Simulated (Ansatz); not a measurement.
# BaTiO3 under a change: biaxial strain −0.56 %, plane normal [001], relaxed out of plane

Take BaTiO3 (space group P4mm, No. 99; a = 3.973 Å, c = 4.112 Å) as the base. Axes: x, y, z lie along a, b, c of the conventional cell.

Now apply this change: compressive biaxial strain of 0.56 % in the plane normal to [001], as in epitaxy on a mismatched substrate; the out-of-plane cell vector and the atoms relax.

Level of theory: Kohn–Sham DFT with the r2SCAN functional, run in Ansatz (an electronic-structure program) with PAW and 500 eV plane waves, scalar-relativistic without spin-orbit coupling, earlier PAW set. Γ-centred 8×8×8 mesh, Fermi–Dirac width 0.05 eV.

```tsv
quantity	base	changed	shift
volume per atom	12.98 Å³	12.94 Å³	-0.04 Å³
space group	P4mm (No. 99)	P4mm (No. 99)	–
energy relative to the base (free energy F)	0 meV/atom	+0.7 meV/atom	+0.7 meV/atom
pressure (mean of the normal stresses, compression positive)	0.00 GPa	1.08 GPa	+1.072 GPa
band gap	2.23 eV	2.25 eV	+0.02 eV
gap character	indirect, A → Γ	indirect, A → Γ	–
smallest direct gap	2.70 eV	2.76 eV	+0.06 eV
width of the top valence band	1.30 eV	1.38 eV	+0.08 eV
out-of-plane strain	–	+0.85 %	–
```

Gaps are Kohn–Sham eigenvalue differences; semilocal functionals usually give less than the measured gap. Stability against distortions was not tested. The final runs are not spin-polarised.
